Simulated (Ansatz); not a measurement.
## Hypothetical zinc blende PbS, response to strain

Take PbS in the zinc blende structure (space group F-43m, No. 216; a hypothetical phase, not in the database extracts checked) as the base.

```
PbS
1.0
    0.00000     3.27150     3.27150
    3.27150     0.00000     3.27150
    3.27150     3.27150     0.00000
S Pb
1 1
Direct
  0.75000   0.75000   0.75000
  0.00000   0.00000   0.00000
```

Cartesian axes are those of the cell as printed.

Strains are applied to the cell and any free atomic positions relax; under biaxial strain the out-of-plane vector relaxes too.

Levels (all Ansatz, an electronic-structure program, PAW): PBEsol (420 eV, spin-orbit coupling left out); r2SCAN (500 eV, spin-orbit coupling left out); HSE06 (420 eV, without spin-orbit coupling).

Band gaps by level, all at the geometries relaxed with PBEsol:

| case | PBEsol | r2SCAN | HSE06 |
|---|---|---|---|
| base | 0.63 eV | 0.88 eV | 1.22 eV |
| biaxial strain −0.67 %, plane normal [001], relaxed out of plane | 0.60 eV | 0.84 eV | 1.18 eV |
| tensor shear ε_yz = +0.37 % | 0.63 eV | 0.88 eV | 1.22 eV |

Single points use the geometry relaxed with PBEsol. HSE06 gaps are upper bounds (no full band path). With Pb present, leaving out spin-orbit coupling can change the band edges. No phonon test of stability was made.
